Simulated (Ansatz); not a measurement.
Output of an Ansatz run (abridged):

```
WARN ansatz: RAYON_NUM_THREADS=1 ignored (pool sized by the plan → 1); use --threads N
Pseudopotentials: kind: paw
Pseudopotential: Rb, paw, valence charge 9
Pseudopotential: Hg, paw, valence charge 20
Pseudopotential: F, paw, valence charge 7
Crystal: 5 atoms, lattice volume = 94.998 Å³
Basis set: ecut = 420 eV, 1863 PW (Γ)
Bands: 30, of which v1, the nominal top of the filled ones, is band 25 counted from 1 (24 counted from 0)
Symmetry: 48 space group operations
Space group: Pm-3m (ITA 221), of the structure as read, at distance tolerance 4.6e-5 Å
k-points: 20 of 216
PAW frozen core: Rb, regenerated for the run's functional, and the local potential with it
PAW frozen core: Hg, regenerated for the run's functional, and the local potential with it
PAW frozen core: F, regenerated for the run's functional, and the local potential with it
Initial density: superposition of atomic densities (neutral atoms: chi_scale 0, normalization atom), corrected by the library's trained network
Initial wavefunctions: pseudopotential atomic-orbital guess
Eigensolver: davidson
Functional: x = slater, c = lda
SCF iter   1: F=—  HF=-19075.788396 eV  |F-HF|=—  |Δ(HF+E_count)|=         —  Δρ=1.76e-2  dr2=2.18e-1  ethr=1.77e-3  ⟨swp⟩=6.5  Hψ=2592  notcnv=0
all-band conjugate gradients solve this SCF's bands
preconditioner: auto → Resta (q_TF=auto, 2.452 Å⁻¹)
SCF iter   2: F=—  HF=-19075.733943 eV  |F-HF|=—  |Δ(HF+E_count)|=   5.45e-2  Δρ=5.63e-3  dr2=1.17e-2  ethr=4.36e-4  ⟨swp⟩=2.3  Hψ=1235  notcnv=0  defer=18
SCF iter   3: F=—  HF=-19075.730865 eV  |F-HF|=—  |Δ(HF+E_count)|=   3.08e-3  Δρ=1.96e-3  dr2=2.37e-3  ethr=2.34e-5  ⟨swp⟩=2.0  Hψ=1022  notcnv=0  defer=19
SCF iter   4: F=—  HF=-19075.730250 eV  |F-HF|=—  |Δ(HF+E_count)|=   6.14e-4  Δρ=4.44e-4  dr2=1.67e-4  ethr=4.74e-6  ⟨swp⟩=1.2  Hψ=634  notcnv=0  defer=19
SCF iter   5: F=—  HF=-19075.730232 eV  |F-HF|=—  |Δ(HF+E_count)|=   1.87e-5  Δρ=8.86e-5  dr2=8.27e-6  ethr=3.34e-7  ⟨swp⟩=2.5  Hψ=851  notcnv=0  defer=19
SCF iter   6: F=—  HF=-19075.730226 eV  |F-HF|=—  |Δ(HF+E_count)|=   5.19e-6  Δρ=2.04e-5  dr2=4.77e-7  ethr=1.65e-8  ⟨swp⟩=2.8  Hψ=1087  notcnv=0  defer=19
SCF iter   7: F=-19075.730226 eV  HF=-19075.730226 eV  |F-HF|=1.35e-8  |Δ(HF+E_count)|=   7.07e-8  Δρ=6.59e-6  dr2=3.23e-8  ethr=2.00e-10  ⟨swp⟩=9.7  Hψ=2730  notcnv=0
SCF 1 converged in 7 iterations: F = -19075.730226 eV  dr2 = 3.23e-8
SCF converged after 7 iterations
Free energy (F): -19075.730226 eV
Harris-Foulkes:  -19075.730226 eV  (|F-HF|=1.35e-8)
Internal energy: -19075.730224 eV  (E = F + TS)
E sigma→0 (E₀):  -19075.730225 eV
Entropy (-TS):   -0.000002 eV (-0.000 meV/atom)
Fermi energy:    4.585361 eV
--- Per-component energies (eV) ---
  E_band       = -693.515623
  E_kinetic    = 1406.003377
  E_local      = -6076.089000  (includes V_loc(G=0)·N_el)
  E_nonlocal   = 489.014116
  E_hartree    = 2434.990207
  E_xc         = -578.424164
  E_vxc        = -696.651796  (∫ρ·V_xc dr)
  E_paw        = -12740.476743  (= ΣΔE_a)
  E_vpaw       = -685.776105  (= ΣTr[D̂ρ^β])
  E_aug_tail   = 0.007009  (compensation charges beyond the density's cutoff)
  E_ewald      = -4011.942134
  E_core_change = 1.187107  (= ΣΔE_core)
  E_smearing   = -0.000002  (= −TS)
  E_closure    = 0.000000  (closes the sum)
  Σ components = -19075.730226   (vs F -19075.730226, Δ=0.00e0)
--- Forces (eV/Å), atoms counted from 1 ---
  atom   1  Rb    -0.00000000    -0.00000000    -0.00000000
   [... zero for the other atoms too ...]
  max |Σ_I F_I| component: 2.30e-29 eV/Å
--- Stress (GPa, compression-positive) ---
       -4.259485       0.000000       0.000000
        0.000000      -4.259485       0.000000
        0.000000       0.000000      -4.259485
  P = ⅓ Tr σ = -4.2595 GPa (-42.595 kbar)
  The stress holds the Pulay correction. Without it, at fixed plane waves, as pw.x and ABINIT print it: P = -4.8261 GPa
--- Band table (eV; the first three rows and the last of 20) ---
  k-point 0: bands = ["-108.1146", "-56.4851", "-56.4851", "-56.4851", "-20.2312", "-16.7202", "-16.4788", "-16.4788", "-4.3014", "-4.3014", "-4.3014", "-0.0209", "-0.0209", "-0.0209", "0.4211", "0.4211", "0.4211", "0.4867", "0.4867", "1.9353", [...]
  k-point 1: bands = ["-108.1146", "-56.4851", "-56.4851", "-56.4851", "-20.2281", "-16.7033", "-16.4789", "-16.4782", "-4.3141", "-4.2934", "-4.2934", "-0.7100", "-0.1275", "-0.1275", "-0.0194", "0.4495", "0.4495", "0.4873", "1.3305", "1.9062", [...]
  k-point 2: bands = ["-108.1147", "-56.4852", "-56.4851", "-56.4851", "-20.2220", "-16.6713", "-16.4772", "-16.4769", "-4.3394", "-4.2773", "-4.2773", "-1.6037", "-0.2928", "-0.2928", "-0.0166", "0.4715", "0.4715", "0.4885", "1.4682", "1.8480", [...]
  k-point 19: bands = ["-108.1147", "-56.4852", "-56.4852", "-56.4852", "-20.2043", "-16.4761", "-16.4761", "-16.4761", "-4.4587", "-4.4587", "-4.4587", "-1.9718", "-1.9718", "-1.8097", "-0.6503", "-0.6503", "-0.6503", "2.2931", "2.2931", "2.2931", [...]
```

The structure:

```xyz
5
Lattice="4.5629 0.0000 0.0000 0.0000 4.5629 0.0000 0.0000 0.0000 4.5629" Properties=species:S:1:pos:R:3 pbc="T T T"
Rb     0.0000     0.0000     0.0000
Hg     2.2814     2.2814     2.2814
F      2.2814     0.0000     2.2814
F      0.0000     2.2814     2.2814
F      2.2814     2.2814     0.0000
```

Problem. Write an input that gives this output.

Solution. Other spellings and defaults could give the same log, and not every line can be read from it. The input that was run (DFT, LDA (PW92), plane waves, default PAW files made with PBE):

Ansatz 0.2 input:
```yaml
# RbHgF3
crystal:
  lattice:
    - [4.562868, 0.000000, 0.000000]
    - [0.000000, 4.562868, 0.000000]
    - [0.000000, 0.000000, 4.562868]
  atoms:
    - { symbol: Rb, position: [0.000000, 0.000000, 0.000000] }
    - { symbol: Hg, position: [0.500000, 0.500000, 0.500000] }
    - { symbol: F, position: [0.500000, 0.000000, 0.500000] }
    - { symbol: F, position: [0.000000, 0.500000, 0.500000] }
    - { symbol: F, position: [0.500000, 0.500000, 0.000000] }
basis:
  ecutwfc: 420.0
kpoints:
  mp_grid:
    grid: [6, 6, 6]
hamiltonian:
  xc: lda
  pseudopotentials:
    kind: paw
scf:
  occupations:
    method: fermi_dirac
    width: 0.02
output:
  forces: true
  eigenvalues: true
  stress: true
```

The starting cell comes from a database of computed structures (which also holds hypothetical and non-ambient phases and stackings), without a prior relaxation at this level. Its lattice was rescaled by up to half a per cent. Spin-orbit coupling is off. With a pressure of about -4 GPa the cell is away from its equilibrium volume at this level. Ansatz's pressure includes its estimate of the finite-basis (Pulay) stress. Without the estimate this run gives -4.83 GPa.

Ansatz is a first-principles code.
